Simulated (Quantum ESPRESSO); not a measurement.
Input and output of a self-consistent single point for Ta₃Re (I4mm, 4 atoms in the cell) (Quantum ESPRESSO).

Level of theory: PBEsol, GBRV 1.5 ultrasoft (PBESOL) pseudopotentials (plane waves; Quantum ESPRESSO).

```
CELL_PARAMETERS angstrom
      0.00000     3.25370     3.25370
      3.25370     0.00000     3.25370
      3.25370     3.25370     0.00000
ATOMIC_POSITIONS crystal
  Ta 0.25000 0.25000 0.25000
  Ta 0.75000 0.75000 0.75000
  Ta 0.50768 0.50768 0.49232
  Re 0.00000 0.00000 0.00000
```

Reference input (self-consistent single point, DFT, PBEsol, plane waves, GBRV 1.5 ultrasoft (PBESOL) pseudopotentials): ecutwfc = 40 Ry; ecutrho = 320 Ry; occupations = smearing; smearing = fd; degauss = 0.0073499 Ry; potentials = {Ta: ta_pbesol_v1.uspp.F.UPF, Re: re_pbesol_v1.2.uspp.F.UPF}; K_POINTS = automatic 4 4 4 0 0 0; conv_thr = 1e-10 Ry. This run's input differs from it in these lines:

```diff
@@ -17,2 +17,3 @@
    degauss = 0.0073499,
+   nbnd = 27,
 /
```

Log, with long lists cut:

```
     Self-consistent Calculation

     iteration #  1     ecut=    40.00 Ry     beta= 0.70

 %%%%%%%%%%%%%%%%%%%%%%%%%%%%%%%%%%%%%%%%%%%%%%%%%%%%%%%%%%%%%%%%%%%%%%%%%%%%%%
     Error in routine efermig (1):
     internal error, cannot bracket Ef
 %%%%%%%%%%%%%%%%%%%%%%%%%%%%%%%%%%%%%%%%%%%%%%%%%%%%%%%%%%%%%%%%%%%%%%%%%%%%%%

     stopping ...
```

The program stopped with an error at about iteration 1. 

The starting cell comes from a database of computed structures (which also holds hypothetical and non-ambient phases and stackings), without a prior relaxation at this level. Its lattice was rescaled by up to half a per cent. One atom was moved a little off its site on purpose.
